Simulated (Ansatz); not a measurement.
Start from SiO2 in the rutile structure (space group P4_2/mnm, No. 136).

```
SiO2
1.0
    4.18519     0.00000     0.00000
    0.00000     4.18519     0.00000
    0.00000     0.00000     2.66884
Si O
2 4
Direct
  0.00000   0.00000   0.00000
  0.50000   0.50000   0.50000
  0.30610   0.30610   0.00000
  0.80610   0.19390   0.50000
  0.19390   0.80610   0.50000
  0.69390   0.69390   0.00000
```

Level of theory: r2SCAN/PAW in Ansatz (a first-principles code), no spin-orbit coupling.

Base values:

- Band gap = 6.51 eV
- Volume per atom = 7.79 Å³
- Valence-band top at Γ = 0.00, -0.88, -0.88 eV

One thing is altered: a negative pressure, −1 GPa.

Task: Predict the new band gap, volume per atom and valence-band top at Γ.

Result: The band gap shrinks by 0.05 eV, from 6.51 eV to 6.46 eV; the volume per atom rises by 0.03 Å³ to 7.82 Å³; the valence-band top at Γ (three highest levels, from the VBM) remains 0.00, -0.88, -0.88 eV.

Load acts through the strain it causes; cell and atoms are relaxed under it. Stability against distortions was not tested.
